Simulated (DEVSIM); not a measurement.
Structure: Pt/Al2O3/p-Ge capacitor, at 400 K.

| layer (left to right) | material | thickness (nm) | Na (cm⁻³) |
|---|---|---|---|
| 1 | Al2O3 | 19.0 | - |
| 2 | Ge | 780 | 5.8e17 |

Metal gate on the left, work function 5.6 eV. Fixed charge at the semiconductor interface 0 cm⁻² (in units of +e); no interface traps.

The device is made up for the run: typed textbook-type constants, with dimensions and the other settings drawn at random. Values at 300 K; Nc and Nv go as T^1.5, mobilities as T to minus their exponent, the gap by Varshni's rule with the affinity fixed.

| parameter | Al2O3 | Ge |
|---|---|---|
| gap (eV) | 6.8 | 0.664 |
| affinity (eV) | 1.35 | 4 |
| permittivity | 9 | 16 |
| Nc (cm⁻³) | - | 1.04e19 |
| Nv (cm⁻³) | - | 6e18 |
| Varshni α (eV/K) | - | 0.000477 |
| Varshni β (K) | - | 235 |

Simulated with DEVSIM: 1D Poisson equation in equilibrium, Boltzmann statistics, complete ionisation; no quantum confinement or tunnelling. Metal contacts follow the ideal Schottky-Mott rule: no Fermi-level pinning, no interface dipoles.

The substrate doping was swept, all else fixed.

| substrate doping (cm^-3) | flat-band voltage (V) | threshold voltage (band bending 2φF) (V) | minimum of the low-frequency capacitance (μF/cm²) |
|---|---|---|---|
| 2.9e16 | 1.17 | 1.51 | 0.133 |
| 5.8e16 | 1.15 | 1.60 | 0.149 |
| 1.2e17 | 1.13 | 1.74 | 0.172 |
| 2.9e17 | 1.10 | 1.99 | 0.203 |
| 5.8e17 | 1.07 | 2.27 | 0.231 |
| 1.2e18 | 1.05 | … | … |

Task: What belongs in the gaps?

Result: 
- 1.2e18, threshold voltage (band bending 2φF) (V): 2.71
- 1.2e18, minimum of the low-frequency capacitance (μF/cm²): 0.259
